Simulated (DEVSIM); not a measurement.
**abrupt GaAs n-p junction**

Device: abrupt GaAs n-p junction, at 400 K.

| layer (left to right) | material | thickness (μm) | Nd (cm⁻³) | Na (cm⁻³) | τn (s) | τp (s) |
|---|---|---|---|---|---|---|
| 1 | GaAs | 80.0 | 5.4e16 | - | 9e-9 | 2.7e-10 |
| 2 | GaAs | 1.20 | - | 9e15 | 9e-9 | 9e-9 |

Left contact: ohmic. Right contact: ohmic. Voltage is applied to the left contact. Recombination: SRH at mid-gap, radiative. Mobility is constant in doping.

This is a model device: material constants are rounded textbook-type values typed into the input, and sizes, dopings and lifetimes were drawn at random. Values at 300 K; Nc and Nv go as T^1.5, mobilities as T to minus their exponent, the gap by Varshni's rule with the affinity fixed.

```tsv
parameter	GaAs
gap (eV)	1.424
affinity (eV)	4.07
permittivity	12.9
Nc (cm⁻³)	4.7e17
Nv (cm⁻³)	9e18
μn (cm²/Vs)	8500
μp (cm²/Vs)	400
T exponent of μn	2.1
T exponent of μp	2.2
B (cm³/s)	2e-10
Varshni α (eV/K)	0.000541
Varshni β (K)	204
```

Simulated with DEVSIM: 1D drift-diffusion, Boltzmann statistics, complete ionisation; no tunnelling, impact ionisation, image-force lowering or self-heating.

- Potential step across the device at zero bias = 1.035 V
- Largest field in the device at zero bias = 46000 V/cm
- Dark forward voltage at 1 A/cm² = 0.706 V
- Dark forward voltage at 100 A/cm² = 0.890 V

Dark forward current:

(V (V), J (A/cm²)): (-0.05, -2.5e-7); (-0.10, -7.4e-7); (-0.15, -1.8e-6); (-0.20, -4.3e-6); (-0.25, -1.0e-5); (-0.30, -2.7e-5); (-0.35, -7.6e-5); (-0.40, -0.00024); (-0.45, -0.00084); (-0.50, -0.0032); (-0.55, -0.012); (-0.60, -0.050); (-0.65, -0.21); (-0.70, -0.85); (-0.75, -3.5); (-0.80, -14); (-0.85, -47); (-0.90, -120); (-0.95, -240); (-1.00, -400); (-1.05, -580); (-1.10, -770); (-1.15, -970); (-1.20, -1200); (-1.25, -1400); (-1.30, -1600); (-1.35, -1800); (-1.40, -2000)

Dark reverse current:

```json
[
 {"V (V)": "0.04", "J (A/cm²)": "1.2e-7"},
 {"V (V)": "0.10", "J (A/cm²)": "2.4e-7"},
 {"V (V)": "0.20", "J (A/cm²)": "4.0e-7"},
 {"V (V)": "0.30", "J (A/cm²)": "5.4e-7"},
 {"V (V)": "0.40", "J (A/cm²)": "6.7e-7"},
 {"V (V)": "0.60", "J (A/cm²)": "9.1e-7"},
 {"V (V)": "0.80", "J (A/cm²)": "1.1e-6"},
 {"V (V)": "1.00", "J (A/cm²)": "1.3e-6"},
 {"V (V)": "1.30", "J (A/cm²)": "1.6e-6"},
 {"V (V)": "1.60", "J (A/cm²)": "1.9e-6"},
 {"V (V)": "2.00", "J (A/cm²)": "2.2e-6"}
]
```
